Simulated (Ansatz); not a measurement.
Reference: MgS (Fm-3m), r2SCAN, rigid bands (plane waves, PAW, scalar-relativistic; Ansatz, a program for electronic structure); geometry: cell and atoms relaxed with PBEsol.

```cif
data_Mg4S4
_chemical_formula_sum 'Mg4 S4'
_space_group_name_H-M_alt 'Fm-3m'
_space_group_IT_number 225
_space_group_name_Hall '-F 4 2 3'
_cell_length_a 5.18189
_cell_length_b 5.18189
_cell_length_c 5.18189
_cell_angle_alpha 90.000
_cell_angle_beta 90.000
_cell_angle_gamma 90.000
loop_
_atom_site_label
_atom_site_type_symbol
_atom_site_symmetry_multiplicity
_atom_site_Wyckoff_symbol
_atom_site_fract_x
_atom_site_fract_y
_atom_site_fract_z
_atom_site_occupancy
Mg1 Mg 4 a 0.00000 0.00000 0.00000 1
S1 S 4 b 0.50000 0.50000 0.50000 1
```
(The calculation used a cell of 2 atoms; values per cell refer to that cell.)

band gap: 3.49 eV
electron conductivity mass: 0.37 mₑ
Seebeck coefficient, n-type 1e19 cm⁻³: -265 μV/K

Problem. Replace Mg by Ba on the same sites and relax. What happens?

Solution. BaS (Fm-3m): volume per atom 17.4 to 31.7 Å³; band gap falls (3.49 eV to 2.51 eV); electron conductivity mass rises (0.37 mₑ to 0.44 mₑ); Seebeck coefficient, n-type 1e19 cm⁻³ rises in size (-265 μV/K to -305 μV/K).

Problem. Swap S for Se, keeping the structure type. How do these values move?

Solution. MgSe (Fm-3m): volume per atom 17.4 to 20.2 Å³; band gap falls (3.49 eV to 2.50 eV); electron conductivity mass falls (0.37 mₑ to 0.31 mₑ); Seebeck coefficient, n-type 1e19 cm⁻³ falls in size (-265 μV/K to -246 μV/K).

Moves up to 5 % count as about the same. Masses are for dilute carriers at 300 K, harmonic means over directions unless an axis is named. Seebeck coefficients are for the stated density at 300 K, with one relaxation time for all states and whether or not that doping can be reached. Spin-orbit coupling is left out.

Formula and space group known from diffraction (Crystallography Open Database), not checked to be the room-temperature form: BaS (Fm-3m).
